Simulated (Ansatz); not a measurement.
How the smallest direct gap on the k points sampled of AlP (model structure, within 0.1 Å of P6₄22, No. 181, 6 atoms in the cell) moves with the method

No measured value is used here.

```
level (code)         value (eV)  cell (Å³/atom)
-------------------  ----------  --------------
LDA (Ansatz)               1.95           17.86
PBE (Ansatz)               2.03           18.60
PBEsol (Ansatz)             ___           18.19
PBE-D3(BJ) (Ansatz)        2.04           18.00
HSE06 (Ansatz)              ___           18.19
PBE0 (Ansatz)              3.42           18.19
```

**Question.** Fill in the missing entries.

**Answer.** 
- PBEsol (Ansatz, a quantum-chemistry and plane-wave program), value (eV): 1.93
- HSE06 (Ansatz), value (eV): 2.75

At these levels the smallest gap is indirect and lower: LDA 0.83, PBE 0.95, PBEsol 0.84, PBE-D3(BJ) 0.92, HSE06 1.56, PBE0 2.22 eV. Computed values are for a static lattice.  Values are at the level's own equilibrium cell; HSE06 at the PBEsol cell; PBE0 at the PBEsol cell. Cutoffs and k meshes differ between the levels. Ansatz's density-functional and Hartree–Fock values are scalar-relativistic unless marked +SOC, with PAW data made under PBE.

A model structure was made by putting elements into a prototype or built by hand; it is no filed structure, need not be a known phase, and can be a saddle point held by its symmetry.
